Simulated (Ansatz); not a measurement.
**C: pressure series**

Base system: C in the diamond structure (space group Fd-3m, No. 227).

```
C
1.0
    0.00000     1.78581     1.78581
    1.78581     0.00000     1.78581
    1.78581     1.78581     0.00000
C
2
Direct
  0.50000   0.50000   0.50000
  0.75000   0.75000   0.75000
```

Cell and atoms are relaxed at each pressure.

Level of theory: PBE (Ansatz, a first-principles code, PAW, scalar-relativistic without spin-orbit coupling), earlier PAW set.

```
variant           lattice parameter a  band gap
----------------  -------------------  --------
base                          3.572 Å   4.13 eV
pressure −2 GPa               3.577 Å   4.12 eV
pressure −1 GPa               3.574 Å   4.12 eV
pressure 0.3 GPa              3.571 Å   4.13 eV
pressure 0.7 GPa              3.570 Å   4.13 eV
pressure 1.5 GPa              3.568 Å   4.14 eV
pressure 3 GPa                3.563 Å   4.14 eV
pressure 5 GPa                3.558 Å   4.15 eV
pressure 7.5 GPa              3.552 Å   4.17 eV
pressure 10 GPa               3.545 Å   4.18 eV
```

Load acts through the strain it causes; cell and atoms are relaxed under it. Whether these cells are dynamically stable was not tested. Competing high-pressure phases were not computed.
